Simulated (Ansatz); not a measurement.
ZrB2, response to strain

Consider ZrB₂ (space group P6/mmm, No. 191; a = 3.155 Å, c = 3.506 Å; relaxed with 0.1 eV smearing). Axes: x lies along a and z along c of the hexagonal cell.

Strains are applied to the cell and any free atomic positions relax; under biaxial strain the out-of-plane vector relaxes too.

Method: PBEsol (Ansatz, a program for electronic structure; PAW; 420 eV plane waves; no SOC).

Notes on the quantities. pressure: mean of the normal stresses, compression positive.

```tsv
variant	pressure	out-of-plane strain	shortest interatomic distance
base	0.0 GPa	–	182.2 pm
biaxial strain −2.50 %, plane normal [001], relaxed out of plane	10.3 GPa	+1.47 %	177.6 pm
biaxial strain −2.00 %, plane normal [001], relaxed out of plane	8.1 GPa	+1.16 %	178.5 pm
biaxial strain −1.50 %, plane normal [001], relaxed out of plane	6.0 GPa	+0.87 %	179.4 pm
biaxial strain −0.50 %, plane normal [001], relaxed out of plane	1.9 GPa	+0.28 %	181.3 pm
biaxial strain +0.50 %, plane normal [001], relaxed out of plane	-1.9 GPa	-0.28 %	183.1 pm
biaxial strain +1.00 %, plane normal [001], relaxed out of plane	-3.7 GPa	-0.56 %	184.0 pm
biaxial strain +1.50 %, plane normal [001], relaxed out of plane	-5.4 GPa	-0.84 %	184.9 pm
biaxial strain +2.50 %, plane normal [001], relaxed out of plane	-8.7 GPa	-1.39 %	186.7 pm
biaxial strain +3.00 %, plane normal [001], relaxed out of plane	-10.2 GPa	-1.66 %	187.6 pm
```

Stability against distortions was not tested. All final runs are without spin polarisation.
